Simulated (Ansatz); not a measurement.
The reference is ZnSe in the zinc blende structure (space group F-43m, No. 216; a = 5.6656 Å).

Structures relaxed with r2SCAN (Ansatz, an electronic-structure program; PAW; 500 eV plane waves; scalar-relativistic without spin-orbit coupling).

Base:

Simulated powder pattern, Cu Kα, λ = 1.54184 Å (kinematic, ideal powder, no thermal factors, no anomalous dispersion; the 8 strongest lines at most, above 2 %, up to 2θ = 90°):

```json
[
 {"2θ (°)": "27.26", "I/Imax (%)": "100", "hkl": "(111)"},
 {"2θ (°)": "45.27", "I/Imax (%)": "73", "hkl": "(220)"},
 {"2θ (°)": "53.65", "I/Imax (%)": "44", "hkl": "(311)"},
 {"2θ (°)": "65.95", "I/Imax (%)": "12", "hkl": "(400)"},
 {"2θ (°)": "72.76", "I/Imax (%)": "17", "hkl": "(331)"},
 {"2θ (°)": "83.61", "I/Imax (%)": "23", "hkl": "(422)"},
 {"2θ (°)": "89.99", "I/Imax (%)": "13", "hkl": "(511)"}
]
```

After one change:

Simulated powder pattern, Cu Kα, λ = 1.54184 Å (kinematic, ideal powder, no thermal factors, no anomalous dispersion; the 8 strongest lines at most, above 2 %, up to 2θ = 90°):

```csv
2θ (°),I/Imax (%)
26.72,100
44.34,74
52.52,45
64.50,12
71.11,17
81.62,24
87.77,13
```

Q: What was done to the base?
A) isotropic strain +1.50 %
B) isotropic strain +0.50 %
C) isotropic strain +2.00 %
D) isotropic strain +1.00 %

A: C, isotropic strain +2.00 %. Its volume per atom is 24.12 Å³ against 22.73 Å³, and its space group is F-43m (No. 216).

Stability against distortions was not tested.
